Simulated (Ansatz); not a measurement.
# MgO under a change: pressure 0.9 GPa

Take MgO in the rock salt structure (space group Fm-3m, No. 225; a = 4.2537 Å) as the base.

One thing is altered: cell and atoms relaxed at a pressure of 0.9 GPa.

Computed with PBE (Ansatz, a quantum-chemistry and plane-wave program; PAW; 420 eV plane waves; spin-orbit coupling left out). Settings: 13×13×13 k-points, 0.05 eV Fermi–Dirac smearing.

The volume per atom falls by 0.06 Å³, from 9.62 Å³ to 9.56 Å³ and the density rises by 0.02 g/cm³ to 3.50 g/cm³. The lattice parameter a drops by 0.0084 Å (4.254 Å → 4.245 Å) and the shortest interatomic distance shrinks by 0.004 Å, from 2.127 Å to 2.123 Å. The band gap increases by 0.06 eV (4.46 eV → 4.52 eV) and the gap character remains direct at Γ. The width of the top valence band hardly moves (1.71 eV against 1.72 eV) and the electron mass is still 0.34 mₑ (at Γ).

Final structure:

```xyz
2
Lattice="0.0000 2.1227 2.1227 2.1227 0.0000 2.1227 2.1227 2.1227 0.0000" Properties=species:S:1:pos:R:3 pbc="T T T"
Mg     0.0000     0.0000     0.0000
O      2.1227     2.1227     2.1227
```

Load acts through the strain it causes; cell and atoms are relaxed under it. Effective masses come from finite differences of ±0.01 Å⁻¹. No phonon test of stability was made.
